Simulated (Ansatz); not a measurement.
The starting structures come from a database of crystals and need not be the phases stable at ambient conditions.

Consider the following.

```xyz
20
Lattice="6.2823 0.0000 0.0000 0.0000 6.5671 0.0000 -0.2278 0.0000 8.9185" Properties=species:S:1:pos:R:3 pbc="T T T"
K      2.8465     6.1972     6.7500
K      3.2080     0.3699     2.1685
K     -0.0471     2.9137     6.6278
K      6.1016     3.6534     2.2907
K     -0.1139     0.0000     4.4593
K      3.1412     3.2835     0.0000
Y      3.0272     3.2835     4.4593
Y      0.0000     0.0000     0.0000
F      0.7044     6.1510     2.0145
F      5.3501     0.4161     6.9040
F      2.3229     2.8674     2.4447
F      3.7316     3.6996     6.4738
F      0.8668     4.8058     8.2363
F      5.1877     1.7612     0.6823
F      1.9326     1.5223     5.1415
F      4.1219     5.0447     3.7770
F      4.8012     2.1175     4.0144
F      1.2532     4.4495     4.9041
F      4.5083     5.4011     0.4449
F      1.5462     1.1660     8.4737
```

Space group of this cell: P2_1/c. The cell is taken as given.

Transport runs along the normal of the first two printed cell vectors.

The gap is the functional's own, uncorrected, and κ follows it; spin-orbit coupling is left out. Mid-gap values are interpolated between the computed energies.

Task: Predict the band gap and the smallest decay constant κ at mid-gap from r2SCAN in Ansatz (a first-principles code).

Result: Gap 7.44 eV on a 6×6×4 mesh; κ = 0.552 1/Å, at the zone centre.
